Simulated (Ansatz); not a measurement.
Take TaN (space group Pm-3m, No. 221; a = 4.213 Å; a hypothetical phase, not in the database extracts checked) as the base.

Now apply this change: a hydrostatic pressure of 1.5 GPa.

Levels (all Ansatz, a first-principles code, PAW): PBEsol (420 eV, no spin-orbit coupling); PBEsol+SOC (420 eV, noncollinear with spin-orbit coupling).

The geometry is relaxed with PBEsol.

```
Quantity           Value
---------------  -------
PBEsol pressure  1.5 GPa
```

**Question.** What does PBEsol+SOC give at this geometry for the pressure?

**Answer.** The pressure drops by 0.4 GPa to 1.1 GPa.

Single points use the geometry relaxed with PBEsol. The spin-orbit shifts are approximate. Load acts through the strain it causes; cell and atoms are relaxed under it. Whether these cells are dynamically stable was not tested. The runs without spin-orbit coupling are not spin-polarised.
